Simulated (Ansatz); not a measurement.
Consider GaSb in the zinc blende structure (space group F-43m, No. 216; a = 6.132 Å).

All numbers come from r2SCAN, PAW, 500 eV (Ansatz, a quantum-chemistry and plane-wave program; without spin-orbit coupling).

One change was made to it. Results:

```tsv
quantity	base	after
density	5.51 g/cm³	5.96 g/cm³
band gap	0.41 eV	0.87 eV
```

**Question.** Which change produced these results?
(A) pressure 0.3 GPa
(B) pressure 5 GPa
(C) pressure −2 GPa
(D) pressure 10 GPa
(E) pressure 0.7 GPa

**Answer.** B, pressure 5 GPa. For comparison, the density in the other runs: pressure −2 GPa gives 5.29 g/cm³; pressure 0.3 GPa gives 5.54 g/cm³; pressure 0.7 GPa gives 5.58 g/cm³; pressure 10 GPa gives 6.32 g/cm³.

With Sb present, leaving out spin-orbit coupling can change the band edges. Load acts through the strain it causes; cell and atoms are relaxed under it. Whether these cells are dynamically stable was not tested. Tetrahedral semiconductors of this kind turn to denser phases somewhere between about 1 and 50 GPa; those were not computed, so compressed cells here can lie past the real transition.
